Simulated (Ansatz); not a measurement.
Cell and atoms of amorphous Si$_{24}$O$_{50}$Ti:

```yaml
crystal:
  lattice:
    - [10.13009, -0.06697, -0.16268]
    - [-0.06697, 10.84174, -0.48957]
    - [-0.16268, -0.48957, 10.36990]
  atoms:
    - { symbol: Si, position: [0.01711, 0.10830, 0.30793] }
    - { symbol: Si, position: [0.28262, 0.69498, 0.06090] }
    - { symbol: Si, position: [0.58413, 0.08894, 0.93046] }
    - { symbol: Si, position: [0.27606, 0.24746, 0.64843] }
    - { symbol: Si, position: [0.98202, 0.89306, 0.72198] }
    - { symbol: Si, position: [0.61123, 0.15252, 0.43976] }
    - { symbol: Si, position: [0.48210, 0.27642, 0.77348] }
    - { symbol: Si, position: [0.83168, 0.65324, 0.71308] }
    - { symbol: Si, position: [0.73353, 0.03724, 0.67585] }
    - { symbol: Si, position: [0.46704, 0.81808, 0.88926] }
    - { symbol: Si, position: [0.77445, 0.38403, 0.74781] }
    - { symbol: Si, position: [0.07800, 0.87273, 0.17966] }
    - { symbol: Si, position: [0.57992, 0.78063, 0.62039] }
    - { symbol: Si, position: [0.36927, 0.28540, 0.39304] }
    - { symbol: Si, position: [0.03087, 0.68190, 0.52946] }
    - { symbol: Si, position: [0.90988, 0.28885, 0.99547] }
    - { symbol: Si, position: [0.55449, 0.71819, 0.12932] }
    - { symbol: Si, position: [0.75704, 0.15503, 0.17991] }
    - { symbol: Si, position: [0.09367, 0.04697, 0.95947] }
    - { symbol: Si, position: [0.13841, 0.46157, 0.09834] }
    - { symbol: Si, position: [0.16922, 0.48471, 0.39878] }
    - { symbol: Si, position: [0.56854, 0.87755, 0.37352] }
    - { symbol: Si, position: [0.23910, 0.21507, 0.14371] }
    - { symbol: Si, position: [0.00759, 0.29240, 0.55707] }
    - { symbol: O, position: [0.63905, 0.91919, 0.64258] }
    - { symbol: O, position: [0.99048, 0.16120, 0.96038] }
    - { symbol: O, position: [0.35375, 0.36614, 0.73869] }
    - { symbol: O, position: [0.88244, 0.07208, 0.22003] }
    - { symbol: O, position: [0.09396, 0.96978, 0.81633] }
    - { symbol: O, position: [0.11585, 0.25558, 0.67232] }
    - { symbol: O, position: [0.48021, 0.76170, 0.73804] }
    - { symbol: O, position: [0.87115, 0.34074, 0.62635] }
    - { symbol: O, position: [0.11756, 0.50288, 0.25152] }
    - { symbol: O, position: [0.00029, 0.41162, 0.03039] }
    - { symbol: O, position: [0.61640, 0.34364, 0.72601] }
    - { symbol: O, position: [0.36417, 0.21140, 0.24740] }
    - { symbol: O, position: [0.48449, 0.96904, 0.90268] }
    - { symbol: O, position: [0.32268, 0.77317, 0.93865] }
    - { symbol: O, position: [0.51107, 0.22323, 0.91586] }
    - { symbol: O, position: [0.88767, 0.00005, 0.66958] }
    - { symbol: O, position: [0.18360, 0.57766, 0.02025] }
    - { symbol: O, position: [0.10617, 0.20451, 0.23061] }
    - { symbol: O, position: [0.51419, 0.27208, 0.46122] }
    - { symbol: O, position: [0.98090, 0.17112, 0.45105] }
    - { symbol: O, position: [0.70261, 0.13620, 0.56954] }
    - { symbol: O, position: [0.06722, 0.39972, 0.47318] }
    - { symbol: O, position: [0.39833, 0.15467, 0.69134] }
    - { symbol: O, position: [0.88833, 0.78798, 0.78715] }
    - { symbol: O, position: [0.09395, 0.97532, 0.30726] }
    - { symbol: O, position: [0.94541, 0.78737, 0.18541] }
    - { symbol: O, position: [0.51373, 0.83949, 0.22622] }
    - { symbol: O, position: [0.41789, 0.63447, 0.11839] }
    - { symbol: O, position: [0.73135, 0.86394, 0.37015] }
    - { symbol: O, position: [0.92222, 0.67312, 0.40927] }
    - { symbol: O, position: [0.70025, 0.08611, 0.82391] }
    - { symbol: O, position: [0.31925, 0.42863, 0.39225] }
    - { symbol: O, position: [0.81386, 0.27622, 0.11712] }
    - { symbol: O, position: [0.70141, 0.68284, 0.62270] }
    - { symbol: O, position: [0.05687, 0.82239, 0.59880] }
    - { symbol: O, position: [0.05098, 0.94186, 0.05025] }
    - { symbol: O, position: [0.82233, 0.31422, 0.87001] }
    - { symbol: O, position: [0.65223, 0.08341, 0.07482] }
    - { symbol: O, position: [0.95962, 0.60178, 0.63412] }
    - { symbol: O, position: [0.69046, 0.19263, 0.31672] }
    - { symbol: O, position: [0.24433, 0.34917, 0.08511] }
    - { symbol: O, position: [0.51161, 0.78034, 0.47426] }
    - { symbol: O, position: [0.68452, 0.65402, 0.18916] }
    - { symbol: O, position: [0.58058, 0.76109, 0.98386] }
    - { symbol: O, position: [0.16935, 0.62129, 0.48110] }
    - { symbol: O, position: [0.21019, 0.78902, 0.16848] }
    - { symbol: O, position: [0.23543, 0.10719, 0.02151] }
    - { symbol: O, position: [0.52904, 0.02197, 0.40715] }
    - { symbol: O, position: [0.78631, 0.53457, 0.78848] }
    - { symbol: O, position: [0.26909, 0.22363, 0.48971] }
    - { symbol: Ti, position: [0.82067, 0.73702, 0.28753] }
```

Methods: PBE, scalar-relativistic without spin-orbit coupling (Ansatz, a program for electronic structure); r2SCAN, scalar-relativistic without spin-orbit coupling (Ansatz); HSE06, scalar-relativistic without spin-orbit coupling (Ansatz). Neutral PBE cell, which sets geometry, pressure and energy: sampling: a 2×2×2 Γ-centred mesh; Fermi-Dirac width 0.02 eV; no spin polarisation. Exact exchange is cut at the faces of this 10 Å cell, which leaves hybrid gaps a finite-size error.

A CHGNet melt-quench gave the starting glass, which DFT then relaxed. O atoms were pushed apart under 1.9 Å during the dynamics, to hinder bonds among them. The hot cell started wider than the set density and was brought back towards it in steps. It is the lowest in DFT energy of 2 quenches. It is a model cell: composition and starting density were chosen by hand, and all elements were melted together. No dispersion term was used. Its density started from a set value of 2.24 and ended at 2.22 g/cm³. The simulated quench (nominally 320 K/ps over its main leg) is rapid and tends to freeze in more defects than a deposited or slowly cooled glass has. Values belong to this one cell and scatter from quench to quench. Volume and shape were free in the relaxation.

Q: Give the pressure, the energy against reference phases and the spacing of the highest filled and lowest empty levels.

A: 
The pressure on a 2×2×2 Γ-centred mesh comes out as 0.01 GPa and the largest force and stress component on that mesh (the relaxation ran on the zone centre alone) is 0.02 eV/Å and 0.1 GPa. The energy relative to alpha cristobalite + anatase TiO2 (lowest mix at this level among the phases computed, not always the ambient ones) is 10.4 kJ/mol of atoms, the gap between localised states on a 2×2×2 Γ-centred mesh (PBE) is 4.20 eV and the gap between localised states at the zone centre (PBE) is 4.20 eV. The gap between localised states at the zone centre (r2SCAN) comes out as 4.63 eV, the gap between localised states at the zone centre (HSE06) is 6.03 eV and the distance between the nearest levels spread over more than a fifth of the atoms or a third of the atoms of their main element (six at least) (PBE, zone centre) is 5.31 eV.

Q: At PBE and the zone centre, how localised are the states just below and above the Fermi level (participation number: the atoms over which a state spreads)?

A: The highest filled state is spread over 8.1 atoms' worth, largest on O47, with weights by element (charge in smoothed Voronoi cells) O 0.97, Si 0.03, Ti 0.00. The lowest empty state is spread over 1.8 atoms' worth, largest on Ti75, with weights by element (charge in smoothed Voronoi cells) Ti 0.74, O 0.23, Si 0.03.

At PBE the levels at both edges of the gap are localised (band-tail or defect states), and the nearest spread-out levels lie 5.3 eV apart at the zone centre.

Neighbours within Si-Si 2.60 Å, Si-O 1.90 Å, Si-Ti 2.78 Å, O-O 1.58 Å, O-Ti 2.49 Å, Ti-Ti 3.12 Å count as bonded. Two cations that share two anions don't count as bonded, nor two that share one unless they lie closer than Si-Si 2.38 Å, Si-Ti 2.71 Å, Ti-Ti 3.04 Å.

Added carriers, by PBE, scalar-relativistic without spin-orbit coupling (Ansatz) on the zone centre alone. Charged cells keep the cell fixed and stand in a uniform background, with no image correction, at a width of 0.01 eV; where the count is odd the moment is locked at 1 μB, unless the neutral cell bore moments. Each starts from the undistorted neutral geometry alone. PBE's self-interaction favours spread-out carriers, so it can miss traps that a hybrid finds.

Q: What happens at PBE when the cell takes an extra electron and the atoms relax?

A: Relaxation lowers the charged cell by 0.42 eV. The largest moves are O54 0.58 Å, O50 0.35 Å, O59 0.34 Å, O69 0.18 Å. The level that holds the added charge spreads over 1.8 atoms' worth, most on Ti75 (weight 0.73): a localised (trapped) carrier, which neighbours of that atom can share. No bond crosses its cut-off with a change of over 0.15 Å (metal-metal contacts aside). Made neutral again at that geometry, the cell lies +0.85 eV from the neutral start.

Q: What happens at PBE when the cell takes a hole and the atoms relax?

A: Relaxation lowers the charged cell by 0.02 eV. The largest moves are O50 0.04 Å, O47 0.03 Å, Si4 0.03 Å, O67 0.02 Å. The level that was emptied spreads over 33.3 atoms' worth, most on O47 (weight 0.06): a carrier spread over the cell. No bond crosses its cut-off with a change of over 0.15 Å (metal-metal contacts aside). Made neutral again at that geometry, the cell lies +0.03 eV from the neutral start.
